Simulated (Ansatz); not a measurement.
Given:

End structure of silicene (the free-standing sheet is a model) under +4 % biaxial strain:

```xyz
2
Lattice="4.0227 0.0000 0.0000 -2.0114 3.4838 0.0000 0.0000 0.0000 19.5000" Properties=species:S:1:pos:R:3 pbc="T T T"
Si     0.0000     2.3225     9.9183
Si     2.0114     1.1613     9.5817
```

Slab: 2 atoms; k 15x15x1, smearing 0.05 eV, dipole-corrected; all atoms relaxed; symmetry of the start imposed; no spin, no spin-orbit, no U.

Problem. Estimate the work function of the top face that Ansatz (a quantum-chemistry and plane-wave program) with PBE returns for this input.

Solution. 4.64 eV
